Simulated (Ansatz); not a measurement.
Abridged Ansatz (a quantum-chemistry and plane-wave program) output:

```
Relaxation: its limit of steps is 60 (relax.max_steps)
Pseudopotential: Cu, paw, valence charge 19
Crystal: 1 atoms, lattice volume = 10.897 Å³
Basis set: ecut = 500 eV, 283 PW (Γ), exchange–correlation on 80×80×80 points (64 copies of the dense FFT grid, shifted against one another)
Bands: 14, of which v1, the nominal top of the filled ones, is band 10 counted from 1 (9 counted from 0)
Symmetry: 48 space group operations
k-points: 328 of 10648
Functional: x = r2scan, c = r2scan; τ floored in thin density (d = 2e-4 eV/Å³)
SCF iter   1: F=—  HF=-6631.243059 eV  |F-HF|=—  |Δ(HF+E_count)|=         —  Δρ=4.06e-2  dr2=9.69e-2  dr2_τ=6.49e-4  ethr=1.77e-3  ⟨swp⟩=5.4  Hψ=23440  notcnv=0
SCF iter   2: F=—  HF=-6631.251552 eV  |F-HF|=—  |Δ(HF+E_count)|=   8.49e-3  Δρ=3.68e-2  dr2=7.78e-2  dr2_τ=1.07e-3  ethr=5.10e-4  ⟨swp⟩=3.3  Hψ=11340  notcnv=0  defer=102
SCF 1 converged in 6 iterations: F = -6631.225584 eV  dr2 = 9.87e-8
relax step   1: F+E_penalty+E_count = -6631.22558415 eV  Δ(F+E_penalty+E_count) = +0.000e0 eV  max|allowed force component| = 0.000e0 eV/Å  Δτ_max = 0.0000 Å  P = +8.981 GPa  Ω = 10.897 Å³  (6 SCF iters, dr2 threshold 1.00e-7 eV, accepted)
[... steps on the carried basis left out ...]
relax step   7: F+E_penalty+E_count = -6631.20383972 eV  Δ(F+E_penalty+E_count) = -8.185e-11 eV  max|allowed force component| = 0.000e0 eV/Å  Δτ_max = 0.0000 Å  P = +15.000 GPa  Ω = 10.604 Å³  stress off target by 1.11e-5 GPa  SCF on the basis re-selected at this cell (its energy is not comparable with the rows above)  (5 SCF iters)
SCF converged after 5 iterations
Free energy (F): -6631.203840 eV
Internal energy: -6631.201919 eV  (E = F + TS)
E sigma→0 (E₀):  -6631.202879 eV
Entropy (-TS):   -0.001921 eV (-1.921 meV/atom)
Fermi energy:    19.027560 eV
--- Forces (eV/Å), atoms counted from 1 ---
  atom   1  Cu    -0.00000000     0.00000000     0.00000000
--- Stress (GPa, compression-positive) ---
       14.999989       0.000000       0.000000
        0.000000      14.999989       0.000000
        0.000000       0.000000      14.999989
  P = ⅓ Tr σ = 15.0000 GPa (150.000 kbar)
--- Relaxed structure (5 steps of the walk, 5 accepted, 2 SCFs on fresh bases) ---
  cell:  # Å, volume = 10.6042 Å³
    - [6.528445417147473e-35, 1.7437433018059987, 1.7437433018059987]
    - [1.7437433018059987, -1.7913417303148563e-35, 1.7437433018059987]
    - [1.7437433018059987, 1.7437433018059987, -1.2778237676245973e-34]
  atoms:
    - { symbol: Cu, position: [0.0, 0.0, 0.0] }
```

**Question.** What was computed, and what are the main results?

**Answer.** Cu, 1 atom in the cell, with r2SCAN (Ansatz, PAW, scalar-relativistic without spin-orbit coupling), from a series relaxed to a target (pressure 15 GPa). The last SCF converged to F = -6631.203840 eV, or -6631.2038 eV per atom, at a pressure of 15.00 GPa. The total energy compares only with runs of the same code, potentials and settings.

Load acts through the strain it causes; cell and atoms are relaxed under it. Stability against distortions was not tested. No other phases were tried under pressure. The final runs are not spin-polarised. The cell was made from Cu in the fcc (Cu type) structure (space group Fm-3m, No. 225) by this change: pressure 15 GPa.

Keys are those of Ansatz 0.2.
